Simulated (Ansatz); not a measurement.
Take ZrB2 (space group P6/mmm, No. 191; a = 3.155 Å, c = 3.506 Å; relaxed with 0.1 eV smearing) as the base. Axes: x lies along a and z along c of the hexagonal cell.

Method: PBEsol (Ansatz, a first-principles code), without spin-orbit coupling.

Modification: every lattice vector is shortened by 1.00 %, atoms relaxed at fixed cell.

Q: Predict the stress tensor and what it implies for the stiffness.

A: Stress of the strained cell less that of the base (GPa, compression positive):
```
    8.2     0.0     0.0
    0.0     8.2     0.0
    0.0     0.0     7.6
```

Then B = −ΔP/(ΔV/V₀) with ΔV/V₀ = -0.0297 gives secant stiffness values (nonlinear terms included at this strain): B (at held cell shape, above the free-shape value) ≈ 270 GPa.

As a check, the harmonic strain energy −½ V₀ Δσ:ε is 7.6 meV/atom; the computed energy rise is 7.3 meV/atom.

No phonon test of stability was made. The final runs are not spin-polarised.
